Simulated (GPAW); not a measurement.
Band structure of PNO (I2_12_12_1, 6 atoms in the cell).

```yaml
crystal:
  lattice:
    - [-2.22378, 2.38856, 3.50218]
    - [2.22378, -2.38856, 3.50218]
    - [2.22378, 2.38856, -3.50218]
  atoms:
    - { symbol: P, position: [0.61083, 0.86083, 0.75000] }
    - { symbol: P, position: [0.88917, 0.63917, 0.25000] }
    - { symbol: N, position: [0.75000, 0.89204, 0.14204] }
    - { symbol: N, position: [0.25000, 0.60796, 0.35796] }
    - { symbol: O, position: [0.87288, 0.75000, 0.62288] }
    - { symbol: O, position: [0.62712, 0.25000, 0.87712] }
```

Level of theory: LDA (Perdew-Wang 92), GPAW PAW datasets LDA (gpaw-data 1.0.1) (plane waves; GPAW).

Settings: mode = pw; ecut = 950 eV; xc = LDA; kpts = 5 5 5; mesh shift (steps) = 0 0 0; occupations.name = fermi-dirac; occupations.width = 0 eV; nbands = -8; convergence.bands = -6; symmetry.symmorphic = false; symmetry.tolerance = 0.0005; maxiter = 100; bandpath_npoints = 40.

The starting cell comes from a database of computed structures (which also holds hypothetical and non-ambient phases and stackings), without a prior relaxation at this level.

### Question
Predict the gap along the standard path and the places of the band edges.

### Answer
The gap along the path is 5.08 eV, from Z to Γ; the smallest direct gap on it is 5.51 eV.

Levels in eV from the top of the valence band on the SCF mesh, bands 13 to 20:
```json
[
 {"point": "Γ", "13": "-2.03", "14": "-1.85", "15": "-1.11", "16": "-0.39", "17": "5.13", "18": "5.49", "19": "7.00", "20": "8.17"},
 {"point": "X", "13": "-2.48", "14": "-2.34", "15": "-1.59", "16": "-0.20", "17": "6.65", "18": "6.93", "19": "7.99", "20": "7.99"},
 {"point": "L", "13": "-2.32", "14": "-1.87", "15": "-1.64", "16": "-0.29", "17": "6.21", "18": "6.94", "19": "7.19", "20": "8.41"},
 {"point": "T", "13": "-2.10", "14": "-1.60", "15": "-1.05", "16": "-0.55", "17": "5.90", "18": "6.82", "19": "7.09", "20": "8.48"},
 {"point": "W", "13": "-1.97", "14": "-1.97", "15": "-0.82", "16": "-0.82", "17": "6.21", "18": "6.21", "19": "7.49", "20": "7.49"},
 {"point": "R", "13": "-2.42", "14": "-1.51", "15": "-1.44", "16": "-0.47", "17": "6.62", "18": "7.02", "19": "7.18", "20": "7.97"},
 {"point": "X1", "13": "-2.48", "14": "-2.34", "15": "-1.59", "16": "-0.20", "17": "6.65", "18": "6.93", "19": "7.99", "20": "7.99"},
 {"point": "Z", "13": "-2.84", "14": "-2.44", "15": "-1.87", "16": "0.05", "17": "6.62", "18": "7.00", "19": "7.92", "20": "8.21"},
 {"point": "Y", "13": "-2.57", "14": "-2.15", "15": "-1.93", "16": "-0.26", "17": "5.78", "18": "7.25", "19": "7.56", "20": "8.07"},
 {"point": "S", "13": "-2.40", "14": "-2.05", "15": "-1.08", "16": "-0.69", "17": "5.64", "18": "6.76", "19": "7.23", "20": "7.80"}
]
```
